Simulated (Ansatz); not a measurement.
The structure below was relaxed with plane-wave PAW DFT at the PBEsol level (Ansatz, a first-principles code, 420 eV), scalar-relativistic without spin-orbit coupling, earlier PAW set.

```
BePd
1.0
    0.00000     2.28541     2.28541
    2.28541     0.00000     2.28541
    2.28541     2.28541     0.00000
Pd Be
1 1
Cartesian
  0.00000   0.00000   0.00000
  2.28541   2.28541   2.28541
```

Task: Find the space group and the Wyckoff positions.

Result: Space group Fm-3m (No. 225); a = b = c = 4.571 Å, α = β = γ = 90.00°

| atom | site | symmetry | x | y | z |
|---|---|---|---|---|---|
| Pd | 4a | m-3m | 0.0000 | 0.0000 | 0.0000 |
| Be | 4b | m-3m | 0.5000 | 0.5000 | 0.5000 |

Whether these cells are dynamically stable was not tested. The final runs are not spin-polarised. The cell was made from BeTe by this change: Te → Pd; the result is a hypothetical phase, not in the database extracts checked.
